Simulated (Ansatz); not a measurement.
# Bader charge of Si (e) in related cells

Cell A: Si (diamond, Fd-3m), 2 atoms in the cell, k-point mesh 10×10×10 on the run's own vectors. Conventional cell: a = 5.4697 Å, b = 5.4697 Å, c = 5.4697 Å, α = 90.00°, β = 90.00°, γ = 90.00°.

Cell B: SiC (3C, zinc blende, F-43m), 2 atoms in the cell, k-point mesh 14×14×14 on the run's own vectors. Conventional cell: a = b = c = 4.380 Å, α = β = γ = 90.00°.

Plane-wave PAW calculations with Ansatz (a first-principles code), its PAW set soft_1, cutoff 420 eV. The structures are at rest with PBE. Neutral cells; Fermi-Dirac smearing of at most 0.05 eV in the solids, energies taken to zero width. A dispersion term ran beside these levels; it doesn't touch the electrons. Electrons of density maxima off the nuclei are shared among the atoms. Mean over the atoms, with the range where they differ; positive means electrons lost.

```json
[
 {"system": "A", "PBE": "0.00"},
 {"system": "B", "PBE": "2.75"}
]
```

With PBE the value of B exceeds that of A by 2.75 e.
